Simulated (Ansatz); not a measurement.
Functionals compared on F on the 1x1 (110) surface of bcc Ta, one in a 2x2 cell, started at the site 'hollow Ta-Ta-Ta', in Ansatz (plane waves, PAW). The structure was relaxed with PBE; the other rows are single points on it, each with its references at the same level. Cutoff 420 eV (500 eV for r2SCAN).

Model: 17-atom slab, 6.8 Å thick at the start under the adsorbate (thin: gaps and levels are the slab's own), 5x5x1 mesh, Fermi-Dirac 0.1 eV, dipole correction, 8 atoms held, the rest relaxed; symmetry of the start imposed; no spin, no spin-orbit, no U, no dispersion correction. At the end it is bonded to 3 Ta. In PBE it is, or lies within 0.03 eV of, the lowest of the starts that converged. These notes are the PBE run's. Adsorption energies are against ½ F2(g). A negative adsorption energy means that the adsorbate is more stable on the surface than in its reference.

```tsv
functional	adsorption energy (eV)	work function of the top face (eV)	change of the work function (eV)	rough cost of the single point
PBE	-4.52	4.50	-0.27	–
RPBE	-4.31	4.36	-0.29	around 50 core-seconds (rough)
r2SCAN	-4.98	4.56	-0.32	very roughly 110 core-seconds
```

Ansatz is an electronic-structure program.
